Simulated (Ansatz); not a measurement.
## C axis length of PdGe2 (model structure, started from the CrSi2 type, P6₂22, No. 180, 9 atoms in the cell) at several levels of theory

No measured value is used here.

```
level (code)          value (Å)
-------------------  ----------
PBE (Ansatz)              7.671
PBEsol (Ansatz)      (withheld)
PBE-D3(BJ) (Ansatz)       7.523
```

Task: What belongs in the gaps?

Result: 
- PBEsol (Ansatz, a program for electronic structure), value (Å): 7.536

Ansatz's density-functional and Hartree–Fock values are scalar-relativistic unless marked +SOC, with PAW data made under PBE.

A model structure was made by putting elements into a prototype or built by hand; it is no filed structure, need not be a known phase, and can be a saddle point held by its symmetry.
